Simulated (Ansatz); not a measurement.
System: AlH3 (Fd-3m, No. 227; cell taken from a computed entry). Method: r²SCAN in Ansatz (plane waves, PAW).

Run with plane-wave cutoff 500 eV, 8×8×8 k mesh, Fermi–Dirac smearing 0.05 eV, scalar-relativistic PAW data made under PBE.

Cell (relaxed at this level):

```cif
data_H48Al16
_chemical_formula_sum 'Al16 H48'
_space_group_name_H-M_alt 'Fd-3m :1'
_space_group_IT_number 227
_space_group_name_Hall 'F 4d 2 3 -1d'
_cell_length_a 9.00260
_cell_length_b 9.00260
_cell_length_c 9.00260
_cell_angle_alpha 90.000
_cell_angle_beta 90.000
_cell_angle_gamma 90.000
loop_
_atom_site_label
_atom_site_type_symbol
_atom_site_symmetry_multiplicity
_atom_site_Wyckoff_symbol
_atom_site_fract_x
_atom_site_fract_y
_atom_site_fract_z
_atom_site_occupancy
Al1 Al 16 d 0.62500 0.62500 0.62500 1
H1 H 48 f 0.00000 0.00000 0.30585 1
```
(The calculation used a cell of 16 atoms; values per cell refer to that cell.)

Q: Predict the band gap.

A: 
- band gap = 3.84 eV (on the SCF k mesh)

Note: the relaxation could not lower the start's symmetry, so the cell can be a saddle point above a distorted one.

Static lattice: no zero-point or thermal effects.

Cost on a shared machine: about 90 core-seconds (a rough figure).

Ansatz is a first-principles code.
